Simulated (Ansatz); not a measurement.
The reference is Te (space group P3_121, No. 152; a = 4.317 Å, c = 5.955 Å; made of chains). Axes: x lies along a and z along c of the hexagonal cell.

The change: the cell is stretched by 0.68 % along x with no lateral relaxation, atoms relaxed at fixed cell.

Levels (all Ansatz, an electronic-structure program, PAW, earlier PAW set): PBEsol (420 eV, no spin-orbit coupling); PBEsol+SOC (420 eV, spin-orbit coupling included).

The geometry is relaxed with PBEsol.

| Item | Result |
|---|---|
| PBEsol pressure | -0.2 GPa |

With PBEsol+SOC at the same geometry, the pressure increases by 0.3 GPa, from -0.2 GPa to 0.1 GPa.

Single points use the geometry relaxed with PBEsol. Differences between runs with and without spin-orbit coupling are approximate. The cells carry an imposed strain or load. No phonon test of stability was made. No dispersion term is included in the PBEsol runs.
